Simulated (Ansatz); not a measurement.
Worked calculations on one periodic cell of amorphous Hf$_{18}$O$_{38}$Sn: Hf18O38Sn, 57 atoms, volume 739.9 Å³, made by a melt-quench on the CHGNet potential and relaxed with DFT. O atoms were pushed apart under 1.9 Å during the dynamics, to hinder bonds among them. It is a model cell: composition and starting density were chosen by hand, and all elements were melted together. Cycles of charging were run to anneal it. Level of theory: PBE, scalar-relativistic without spin-orbit coupling (plane waves to 420 eV, PAW; Ansatz, a first-principles code). Sampling: a 2×2×2 Γ-centred mesh; Fermi-Dirac width 0.02 eV; no spin polarisation. Its volume was held where the quench left it, its shape was free, and it stands at a mean pressure of -3.6 GPa with stress components up to 3.7 GPa; the relaxation ran on the zone centre alone. Its density went from a set 8.84 to 8.84 g/cm³. The cell is small and was quenched far faster than a real film, so it is one sample of the glass.

Problem. Count formal charges (Hf +4, O -2, Sn +4). What does the count lead one to expect at the Fermi level, and what does the calculation give?

Solution. 18 × (+4) + 38 × (-2) + 1 × (+4) = 0. The charges balance, so the anion-derived valence states can be full and a gap can open. On this mesh the highest filled and lowest empty level lie 3.33 eV apart, the PBE gap of this cell, with a localised state at one edge or both.

Four energies for an added electron at PBE on the zone centre alone (charged cells in a uniform background, spin-polarised): neutral at the neutral geometry -310657.475 eV; charged at the neutral geometry -310642.156 eV; charged and relaxed -310642.815 eV; neutral at the charged geometry -310656.499 eV.

Problem. Find the two relaxation energies and their sum, the reorganisation energy.

Solution. On charging: -310642.156 − (-310642.815) = 0.659 eV. On discharging: -310656.499 − (-310657.475) = 0.976 eV. The sum is 1.635 eV. The carrier's level spreads over 6 of the 57 atoms' worth, so it counts as partly localised, most on one Sn atom with neighbours O 2.03 Å, O 2.05 Å, O 2.09 Å, O 2.11 Å, O 2.12 Å, O 2.18 Å (neutral geometry). The values are uncorrected: the image energy of a point charge in this cell, 2.84 × 14.40 / (2 × 9.0) = 2.3 eV before screening, is screened by electrons alone at the fixed geometry and by ions too after relaxing, and the carrier can be spread before it relaxes, so each term can be off by up to that value times 1/ε∞, some tenths of an eV. PBE's self-interaction favours spread-out carriers, so a hybrid can localise more.

Four energies for a hole at PBE on the zone centre alone (charged cells in a uniform background, spin-polarised): neutral at the neutral geometry -310657.475 eV; charged at the neutral geometry -310669.284 eV; charged and relaxed -310669.531 eV; neutral at the charged geometry -310656.877 eV.

Problem. Find the two relaxation energies and their sum, the reorganisation energy.

Solution. On charging: -310669.284 − (-310669.531) = 0.247 eV. On discharging: -310656.877 − (-310657.475) = 0.598 eV. The sum is 0.845 eV. The carrier's level spreads over 4 of the 57 atoms' worth, so it counts as localised, most on one O atom with neighbours Hf 1.99 Å, Hf 2.04 Å, Hf 2.31 Å (neutral geometry). The values are uncorrected: the image energy of a point charge in this cell, 2.84 × 14.40 / (2 × 9.0) = 2.3 eV before screening, is screened by electrons alone at the fixed geometry and by ions too after relaxing, and the carrier can be spread before it relaxes, so each term can be off by up to that value times 1/ε∞, some tenths of an eV. PBE's self-interaction favours spread-out carriers, so a hybrid can localise more.
